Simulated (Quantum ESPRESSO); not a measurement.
Checking a run of Quantum ESPRESSO on Mg2Si3 (C2/m, 10 atoms in the cell). The aim is a self-consistent single point with DFT, PBEsol, plane waves, GBRV 1.5 ultrasoft (PBESOL) pseudopotentials.

Cell that was meant: a = 5.4816 Å, b = 5.4816 Å, c = 8.9904 Å, α = 114.27°, β = 114.27°, γ = 47.22°.

Part of the input:

```fortran
   5.0228000000    -2.1953300000     0.0000000000
   5.0228000000     2.1953300000     0.0000000000
  -4.0334070000     0.0000000000     8.0348680000
ATOMIC_POSITIONS {crystal}
Mg    0.2659330000    0.0000000000    0.0384330000
Mg    0.8308610000    0.0000000000    1.4273550000
Mg   -0.0534760000    0.0000000000    0.5539940000
Mg    1.1502710000    0.0000000000    0.9117930000
Si    0.4903710000    0.0000000000    0.5188300000
Si    0.6064240000    0.0000000000    0.9469570000
Si   -0.1395290000    0.0000000000    1.0474080000
Si    1.2363230000    0.0000000000    0.4183800000
Si    0.8335250000    0.0000000000    0.2296600000
Si    0.2632690000    0.0000000000    1.2361280000
K_POINTS {automatic}
5 5 3  0 0 0
```

The program printed (abridged):

```
     G-vector sticks info
     --------------------
     sticks:   dense  smooth     PW     G-vecs:    dense   smooth      PW
   [... lines left out ...]
        k(    1) = (   0.0000000   0.0000000   0.0000000), wk =   0.0266667
        k(    2) = (   0.0000000   0.0000000   0.2274090), wk =   0.0533333
        k(    3) = (   0.1091344   0.2496939   0.0547842), wk =   0.0533333
   [... 35 lines left out ...]

     Dense  grid:    57197 G-vectors     FFT dimensions: (  48,  48,  80)

     Smooth grid:    40855 G-vectors     FFT dimensions: (  45,  45,  72)

     Initial potential from superposition of free atoms

     starting charge      62.7952, renormalised to      64.0000
     Self-consistent Calculation

     iteration #  1     ecut=    40.00 Ry     beta= 0.30

     total energy              =    -547.58072714 Ry
     estimated scf accuracy    <       3.06741915 Ry

     iteration #  2     ecut=    40.00 Ry     beta= 0.30

     total energy              =    -547.98824615 Ry
     estimated scf accuracy    <       1.16137527 Ry

     iteration #  3     ecut=    40.00 Ry     beta= 0.30

     total energy              =    -548.14234161 Ry
     estimated scf accuracy    <       0.15277389 Ry

   [... 8 blocks of this kind left out ...]

     iteration # 12     ecut=    40.00 Ry     beta= 0.30

     total energy              =    -548.14411329 Ry
     estimated scf accuracy    <       0.00000016 Ry

     iteration # 13     ecut=    40.00 Ry     beta= 0.30
     End of self-consistent calculation

     the Fermi energy is     6.9174 ev

!    total energy              =    -548.14411332 Ry
     estimated scf accuracy    <          1.6E-09 Ry
     smearing contrib. (-TS)   =       0.00001507 Ry
     internal energy E=F+TS    =    -548.14412838 Ry

     convergence has been achieved in  13 iterations

     Forces acting on atoms (cartesian axes, Ry/au):

     atom    1 type  1   force =     0.60942635   -1.12128018    3.89459076
     atom    2 type  1   force =    -0.60953655    1.12155171   -3.89498473
     atom    3 type  1   force =     0.30865242   -1.10291519    4.41810310
     atom    4 type  1   force =    -0.30854763    1.10264359   -4.41824321
   [... lines left out ...]

     Total force =    10.346791     Total SCF correction =     0.000153

          total   stress  (Ry/bohr**3)                   (kbar)     P=     1819.85
   0.00903030  -0.00463002   0.00280925         1328.40     -681.10      413.26
  -0.00463002   0.00321778  -0.00671754         -681.10      473.35     -988.18
   0.00280925  -0.00671754   0.02486527          413.26     -988.18     3657.81

   JOB DONE.
```

### Question
Is this run sound? If not, what is wrong?

### Answer
The run is not sound. The fault is fractional and Cartesian coordinates mixed up. Numbers meant as fractions of the cell vectors were read as lengths, or the reverse, so the atoms sit in the wrong places. To fix it, make label and numbers agree, by changing either. The run converged in 13 iterations without an error; against the sound input the free energy rises by 13.1 eV/atom, the pressure goes from -1.09 to 182.0 GPa and the largest force goes from 0.521 to 117.4 eV/Å.

The sound input it was made from differs as follows (other fixes are possible):
```diff
-ATOMIC_POSITIONS {crystal}
-Mg    0.2659330000    0.0000000000    0.0384330000
-Mg    0.8308610000    0.0000000000    1.4273550000
-Mg   -0.0534760000    0.0000000000    0.5539940000
-Mg    1.1502710000    0.0000000000    0.9117930000
-Si    0.4903710000    0.0000000000    0.5188300000
-Si    0.6064240000    0.0000000000    0.9469570000
-Si   -0.1395290000    0.0000000000    1.0474080000
-Si    1.2363230000    0.0000000000    0.4183800000
-Si    0.8335250000    0.0000000000    0.2296600000
-Si    0.2632690000    0.0000000000    1.2361280000
+ATOMIC_POSITIONS {alat}
+Mg    0.2659332889    0.0000000000    0.0384329477
+Mg    0.8308609845    0.0000000000    1.4273545295
+Mg   -0.0534764877    0.0000000000    0.5539943770
+Mg    1.1502707610    0.0000000000    0.9117931001
+Si    0.4903705331    0.0000000000    0.5188301354
+Si    0.6064237402    0.0000000000    0.9469573417
+Si   -0.1395285732    0.0000000000    1.0474077575
+Si    1.2363228465    0.0000000000    0.4183797196
+Si    0.8335249830    0.0000000000    0.2296595819
+Si    0.2632692903    0.0000000000    1.2361278952
```

With that input, the run converged in 12 iterations: free energy E − TS -7589.1484 eV; Fermi level (on the code's own zero) 7.86 eV; pressure -1.09 GPa; largest force (vector length) 0.521 eV/Å (DFT, PBEsol, plane waves, GBRV 1.5 ultrasoft (PBESOL) pseudopotentials).

On the sound input: the starting cell comes from a database of computed structures (which also holds hypothetical and non-ambient phases and stackings), without a prior relaxation at this level.
